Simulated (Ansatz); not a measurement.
Here is the system:

```xyz
2
Lattice="0.0000 3.2552 3.2552 3.2552 0.0000 3.2552 3.2552 3.2552 0.0000" Properties=species:S:1:pos:R:3 pbc="T T T"
Hg     0.0000     0.0000     0.0000
Te     1.6276     1.6276     1.6276
```

Calculation: HSE06, rigid bands (plane waves, PAW, scalar-relativistic; Ansatz, a quantum-chemistry and plane-wave program). Cell: cell and atoms relaxed with PBEsol.

Q: Is this a good metal at this level?

A: No. No gap is resolved, and few carriers conduct, as in a semimetal or a zero-gap semiconductor. N(E_F) = 0.00150 states/eV a cell at 300 K and the Drude plasma energy along the best axis is 0.145 eV, several times under that of a simple or noble metal.

Spin-orbit coupling is left out; it can open or close a small gap.
